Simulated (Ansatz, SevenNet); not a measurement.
For SnBi₂Te₄ (R-3m, No. 166, 7 atoms in the cell; start mp-38605), the machine-learned potential SevenNet-0 (trained on PBE and PBE+U data) gives:

| Property | Value |
|---|---|
| lattice parameter a | 4.486 Å |
| c axis length | 42.790 Å |

### Question
What does LDA (plane waves, PAW; Ansatz, a program for electronic structure) give for the same quantities?

### Answer

- lattice constant a: 4.368 Å (decreases by 2.6 %)
- lattice parameter c: 40.679 Å (shrinks by 4.9 %)

Changes are worked out from the printed values.

Unless a cell is named, each level is at its own relaxed cell (SevenNet-0 35.51, LDA 32.01 Å³/atom).

Levels without +SOC leave out spin–orbit coupling, which shifts energies and cells of such heavy elements.

Caveats: the relaxation could not lower the start's symmetry, so the cell can be a saddle point above a distorted one (SevenNet-0). Ansatz's density-functional and Hartree–Fock values are scalar-relativistic unless marked +SOC, with PAW data made under PBE.

A start named mp-… is a Materials Project structure, which need not be a measured phase.
